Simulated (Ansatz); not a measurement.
Structures of equal composition on the (111) surface of fcc Au: a layer of Os in place of the second plane; a layer of Os in place of the third plane. The slabs share one bottom face, and each structure is named by its start. These are constructed structures in small cells; real faces may alloy, dewet or reconstruct in larger ones, and not all known structures of the face are among them. Slabs of about 12 Å with all that they carry, Fermi-Dirac smearing of 0.1 eV. Bottom of the slabs: a bare face, its two planes held. Relaxed from the named starts with such symmetry as they have, on meshes of like density; energies extrapolated to zero smearing; no spin-orbit coupling, no U. Spin-polarised runs, if any, are marked in brackets, and their order is one that fits the cell; the others ran without spin.

The numbers are results of PBE (plane waves to 420 eV, PAW; Ansatz, a quantum-chemistry and plane-wave program), not measurements.

**Question.** Rank these by energy per 1x1 cell (lowest first), as PBE gives it.

**Answer.** a layer of Os in place of the third plane (0.000 eV), a layer of Os in place of the second plane (0.210 eV)
